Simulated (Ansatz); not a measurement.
## Ta: energy against volume

Ta (bcc, Im-3m, 18.290 Å³/atom and stress up to 0.01 GPa in the relaxed cell, cube axes along x, y and z) under hydrostatic pressure, with the cell free. PBE in Ansatz, a plane-wave DFT program (PAW, default set), 420 eV, 20×20×20 Γ-centred mesh, Fermi-Dirac smearing 0.05 eV.

Here V stands for volume and E for E less E0.

```csv
volume (Å³/atom),E less E0 (meV/atom),pressure (GPa)
18.4807,1.24,-2.00
18.3843,0.31,-1.00
18.2904,0.00,0.00
18.2093,0.20,0.88
18.1002,1.19,2.10
17.8934,5.39,4.50
17.5338,20.35,8.99
17.0986,52.63,15.01
16.1900,?,?
```

Fit E of the 8 rows that show it with the third-order Birch-Murnaghan form, a cubic in V^(-2/3). With u = V^(-2/3) - 0.1457, the rows have u = -0.0026391, -0.0021394, -0.0016485, -0.0012211, -0.0006411, 0.0004744, 0.0024663, 0.0049698. Least squares gives E = 3.234 + 3964.5·u + 1210990·u² - 1770213·u³. Residuals (row less fit): 0.002, -0.002, 0.003, -0.002, -0.001, 0.003, -0.001, 0.000; standard error 0.003 (degrees of freedom: 4). Its minimum lies at u = -0.0016311, so V0 = (0.1440689)^(-3/2) = 18.29. There d²E/du² = 2439000 and d³E/du³ = -1.062e7, so B0 = (4/9) × 18.29^(-7/3) × 2439000 × 0.160218 = 197 GPa (the last factor turns the table's units into GPa), and B0' = 4 + (2/3) × 0.1440689 × (-1.062e7)/2439000 = 3.6. B0' rests on the cubic coefficient alone and has a standard error of 0.1 from these residuals.

### Question
Predict the withheld E at V = 16.1900 from the fit, and compare with the calculation.

### Answer
u = 0.0105555, so E = 3.234 + 3964.5 × 0.0105555 + 1210990 × 0.0105555² - 1770213 × 0.0105555³ = 177.926 meV/atom. The calculation gives 178.47 meV/atom, 0.544 meV/atom above the prediction (0.3 % of the range of E in the table). The row lies outside the fitted rows, so this is an extrapolation. The scatter of the fitted rows lies at the last printed digit.

In a metal these values are sensitive to mesh and smearing; energies are taken to zero smearing, stresses follow the free energy. Other structures, which can take over under pressure, weren't tried. The same form fitted to the pressure column gives B0' = 3.7; series where the two differ by over 0.4 aren't shown. Rows are the converged runs of the series near zero and its far end, less any whose ions stayed unrelaxed beside relaxed ones; series whose fitted rows scatter by over a few per cent of the range, as at a crossing or softening among them, aren't shown in this form.
